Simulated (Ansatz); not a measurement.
The parent structure is an 8-atom supercell of HgTe in the zinc blende structure (space group F-43m, No. 216; a = 6.510 Å) at its relaxed geometry.

Method: PBEsol (Ansatz, a first-principles code), without spin-orbit coupling, earlier PAW set.

One neutral defect a cell, atoms relaxed at fixed cell.

One change was made to it. Results:

```tsv
quantity	base	after
pressure	0.0 GPa	2.7 GPa
largest displacement of a host atom from its site in the perfect cell	–	0.18 Å
```

**Question.** Which of these changes matches the shifts?
(A) Hg vacancy
(B) Te vacancy
(C) H interstitial (started 2.82 Å from the nearest host atom), symmetric start
(D) Hg interstitial (started 2.66 Å from the nearest host atom)
(E) I on a Te site

**Answer.** E, I on a Te site. For comparison, the pressure in the other runs: Hg interstitial (started 2.66 Å from the nearest host atom) gives 0.3 GPa; H interstitial (started 2.82 Å from the nearest host atom), symmetric start gives 0.0 GPa; Te vacancy gives -1.5 GPa; Hg vacancy gives -2.7 GPa.

The cell is small, so the values are those of an ordered compound at a high defect concentration; dilute-limit values will differ. A case with no gap was solved on a k-mesh chosen for an insulator, which is coarse for it. Defects with a symmetric start kept the site's symmetry and may sit on a saddle; the others started slightly shaken. All final runs are without spin polarisation.
